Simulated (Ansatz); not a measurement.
**Fluorite NdH2**

The numbers are results of LDA (Ansatz, an electronic-structure program, PAW), not measurements.

Settings: plane-wave cutoff 520 eV, 18×18×18 k mesh, Fermi–Dirac smearing 0.05 eV, spin-polarised with parallel moments, scalar-relativistic PAW data made under PBE.

Cell (relaxed at this level):

```
NdH2
1.0
    0.00000     2.67813     2.67813
    2.67813     0.00000     2.67813
    2.67813     2.67813     0.00000
H Nd
2 1
Direct
  0.25000   0.25000   0.25000
  0.75000   0.75000   0.75000
  0.00000   0.00000   0.00000
```
Starting moments (μB, in the order of the record's atoms H H Nd): 0.0 0.0 3.0.

```yaml
band_gap: zero (no gap)
bulk_modulus: 61.4 GPa
```

Note: the magnetic order was assumed, not searched for or taken from measurement; the relaxation could not lower the start's symmetry, so the cell can be a saddle point above a distorted one; the 4f shell is treated without U or exact exchange, so its levels and filling can be wrong; the bulk modulus is −V dP/dV from two relaxed cells at ±2 % in volume; the volume lies 6 % below that of the published cell.

Spin–orbit coupling is not included; it can open a gap where bands touch, and shift volumes and moduli.

Static lattice: no zero-point or thermal effects.

The result took roughly 80 core-seconds.
